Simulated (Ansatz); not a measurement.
# Short convergence ladders for Sc2Al (P3m1, 6 atoms in the cell)

```xyz
6
Lattice="4.8779 0.0000 0.0000 -2.4390 4.2244 0.0000 0.0000 0.0000 6.1429" Properties=species:S:1:pos:R:3 pbc="T T T"
Sc     0.0000     0.0000     0.0500
Sc     0.0000     0.0000     3.0715
Sc     0.0000     2.8163     4.6072
Sc     2.4390     1.4081     1.5357
Al     0.0000     2.8163     1.5357
Al     2.4390     1.4081     4.6072
```

Base method: PBEsol, default PAW files made with PBE (plane waves; Ansatz, an electronic-structure program).

Base settings: basis.ecutwfc = 30.9 Ry; kpoints.mp_grid.grid = 8 8 6; hamiltonian.xc = pbesol; hamiltonian.pseudopotentials = {kind: paw} (the program's default PAW files); scf.occupations.method = fermi_dirac; scf.occupations.width = 0.0073 Ry.

The count of work is k-points × plane waves × bands × iterations; it is no time. 

**The k-point mesh at a smearing width of 0.3 eV**

In this ladder: scf.occupations.width = 0.022 Ry.

Only quantities that move along the ladder and can be compared are tabulated.

```tsv
kpoints.mp_grid.grid	free energy less the last step's (meV/atom)	count of work / last
3 3 2	1.61	0.013
4 4 3	0.27	0.020
5 5 4	-0.08	0.037
6 6 4	-0.03	0.052
7 7 5	0.00	0.070
9 9 6	0.00	0.13
10 10 7	0.00	0.17
15 15 11	0.00	0.56
19 19 13	0.00	1.0
```

Coarsest kpoints.mp_grid.grid that holds the free energy within 1 meV/atom of the last step, with all finer ones: 4 4 3, at 0.020 of the last step's count of work; the step before is off by 1.6 meV/atom.

**The width of Gaussian smearing**

In this ladder: kpoints.mp_grid.grid = 13 13 10; scf.occupations.method = gaussian.

Narrow widths need finer meshes than wide ones, so the last steps can hold mesh noise.

Only quantities that move along the ladder and can be compared are tabulated; pressure and forces are left out, as mesh noise rules them at narrow widths.

| scf.occupations.width | free energy less the last step's (meV/atom) | energy extrapolated to zero width less the last step's (meV/atom) |
|---|---|---|
| 0.0735 Ry | -256.75 | -13.86 |
| 0.0367 Ry | -69.48 | -6.08 |
| 0.022 Ry | -26.97 | -2.53 |
| 0.0147 Ry | -12.30 | -0.77 |
| 0.0073 Ry | -2.54 | -0.12 |
| 0.0037 Ry | 0.00 | 0.00 |

Widest scf.occupations.width that holds the free energy within 5 meV/atom: not settled: the last two steps still differ by 2.5 meV/atom, over half the tolerance, so the ladder does not show it.

Widest scf.occupations.width that holds the energy extrapolated to zero width within 1 meV/atom of the last step, with all finer ones: 0.0147 Ry; the step before is off by 2.5 meV/atom.

The extrapolation to zero width removes most of the smearing's effect on the energy.

**The width of cold smearing**

In this ladder: kpoints.mp_grid.grid = 13 13 10; scf.occupations.method = cold.

Narrow widths need finer meshes than wide ones, so the last steps can hold mesh noise.

Only quantities that move along the ladder and can be compared are tabulated; pressure and forces are left out, as mesh noise rules them at narrow widths.

| scf.occupations.width | free energy less the last step's (meV/atom) |
|---|---|
| 0.0735 Ry | -20.16 |
| 0.0367 Ry | -11.68 |
| 0.022 Ry | -7.34 |
| 0.0147 Ry | -2.93 |
| 0.0073 Ry | -0.46 |
| 0.0037 Ry | 0.00 |

Widest scf.occupations.width that holds the free energy within 5 meV/atom of the last step, with all finer ones: 0.0147 Ry; the step before is off by 7.3 meV/atom.

On the base run: the starting cell comes from a database of computed structures (which also holds hypothetical and non-ambient phases and stackings), without a prior relaxation at this level. Its lattice was rescaled by up to half a per cent. One atom was moved a little off its site on purpose. Ansatz's pressure includes its estimate of the finite-basis (Pulay) stress.

Left out of this page: 4 runs of the series outside the window shown, repeating another row's setting, or not comparable.

Keys are those of Ansatz 0.2.
